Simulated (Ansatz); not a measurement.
**Hypothetical Fm-3m WTe2: Te → Sn**

The parent structure is WTe$_{2}$ (space group Fm-3m, No. 225; a = 6.569 Å; a hypothetical phase, not in the database extracts checked).

Perturbation: full substitution Te → Sn, then cell and atoms are relaxed.

Computed with PBEsol (Ansatz, a quantum-chemistry and plane-wave program; PAW; 420 eV plane waves; without spin-orbit coupling), earlier PAW set. Γ-centred 12×12×12 mesh, Fermi–Dirac width 0.05 eV.

The density falls by 0.193 g/cm³ to 10.09 g/cm³ and the lattice parameter a falls by 0.0488 Å (6.569 Å → 6.521 Å). The space group remains Fm-3m (No. 225) and the shortest interatomic distance decreases by 0.021 Å, from 2.845 Å to 2.824 Å. The band gap stays zero.

Stability against distortions was not tested. As relaxed here, Sn2W is a hypothetical phase, not in the database extracts checked. All final runs are without spin polarisation. Sn2W and WTe2 have a high density of states at the Fermi level and may be magnetic at this level.
